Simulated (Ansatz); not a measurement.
Cost and result by functional for the adsorption energy of CO on the 1x1 (111) surface of fcc Pd, one in a 2x2 cell, started at the site 'hollow Pd-Pd-Pd over Pd at depth 4.5 Å', in Ansatz (plane waves, PAW). Single points on the PBE structure, on one kind of machine; costs are rough ratios of the slab run's core time (references not counted) to the cheapest single point. r2SCAN's cost holds its higher cutoff (500 against 420 eV). Differences are taken against r2SCAN for comparison alone: no measured value is at hand, so the table doesn't rank accuracy.

Model: 18-atom slab, 6.8 Å thick at the start under the adsorbate (thin: gaps and levels are the slab's own), 6x6x1 mesh, Fermi-Dirac 0.1 eV, dipole correction, 8 atoms held, the rest relaxed; symmetry of the start imposed; no spin, no spin-orbit, no U, no dispersion correction. At the end it is bonded to 3 Pd. In PBE it is, or lies within 0.03 eV of, the lowest of the starts that converged. These notes are the PBE run's. Adsorption energies are against CO(g). A negative adsorption energy means that the adsorbate is more stable on the surface than in its reference.

```tsv
functional	relative cost	adsorption energy (eV)	less r2SCAN (eV)
RPBE	1	-1.59	0.59
r2SCAN	3	-2.18	0.00
PBE (the relaxed run's value)	–	-1.99	0.19
```

The values span 0.59 eV, while the single points' costs differ by a factor of roughly 3. Differences are of unrounded values.

Ansatz is a first-principles code.
